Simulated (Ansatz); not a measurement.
BAs (model structure, P6₂22, No. 180, 6 atoms in the cell) was calculated with PBEsol+SOC in Ansatz (PAW).

Settings: plane-wave cutoff 520 eV, 18×18×8 k mesh (along the axes of the cell as run), Fermi–Dirac smearing 0.05 eV, PAW data made under PBE.

Cell (relaxed with PBEsol):

```
CELL_PARAMETERS angstrom
      3.42906     0.00000     0.00000
     -1.71453     2.96965     0.00000
      0.00000     0.00000     7.40305
ATOMIC_POSITIONS crystal
  B  0.50000 0.00000 0.66667
  B  0.00000 0.50000 0.33333
  B  0.50000 0.50000 0.00000
  As 0.50000 0.00000 0.16667
  As 0.00000 0.50000 0.83333
  As 0.50000 0.50000 0.50000
```

Question: Predict the band gap.

Answer: 
* **band gap**: 0.31 eV (on the SCF k mesh)

Note: the relaxation could raise the start's symmetry but not lower it, so the cell can be a saddle point.

Static lattice: no zero-point or thermal effects.

Cost on a shared machine: roughly 4 core-minutes.

A model structure was made by putting elements into a prototype or built by hand; it is no filed structure, need not be a known phase, and can be a saddle point held by its symmetry.

Ansatz is a quantum-chemistry and plane-wave program.
